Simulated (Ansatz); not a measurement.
The cell is built on a prototype and need not be the phase stable at ambient conditions.

By PBEsol, the system below comes out a metal.

A figure of merit of an interconnect metal is its ballistic conductance per area.

Input:

```
PtTe2
1.0
    3.96375     0.00000     0.00000
    1.98188     5.85246     0.05028
    1.98188     0.64217     3.37211
Pt Te
1 2
Cartesian
  0.00000   0.00000   0.00000
  1.98188   1.60633   0.85890
  5.94563   4.88830   2.56349
```

Space group of this cell: R-3m. The cell was relaxed by PBE-D3(BJ); by PBEsol its mean pressure is -0.9 GPa.

The current flows along the normal of the first two printed cell vectors. No spin-orbit coupling; the value is a mean over 0.1 eV about the Fermi level.

### Question
State the ballistic conductance per area according to PBEsol run with Ansatz (an electronic-structure program).

### Answer
0.29 × 10¹⁵ S/m² for both spins.
